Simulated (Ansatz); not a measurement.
Structures of equal composition on the (100) surface of fcc Cu: a layer of Mo in place of the second plane; a layer of Mo in place of the third plane. The slabs share one bottom face, and each structure is named by its start. These are constructed structures in small cells; real faces may alloy, dewet or reconstruct in larger ones, and not all known structures of the face are among them. Slabs of about 9 Å with all that they carry, Fermi-Dirac smearing of 0.1 eV. Bottom of the slabs: a bare face, its two planes held. Relaxed from the named starts with such symmetry as they have, on meshes of like density; energies extrapolated to zero smearing; no spin-orbit coupling, no U. Spin-polarised runs, if any, are marked in brackets, and their order is one that fits the cell; the others ran without spin.

These are PBE (plane waves to 420 eV, PAW; Ansatz, a quantum-chemistry and plane-wave program) values and carry that method's errors.

Put the candidates in order of energy per 1x1 cell, lowest first, for PBE.

a layer of Mo in place of the third plane (0.000 eV), a layer of Mo in place of the second plane (0.201 eV)
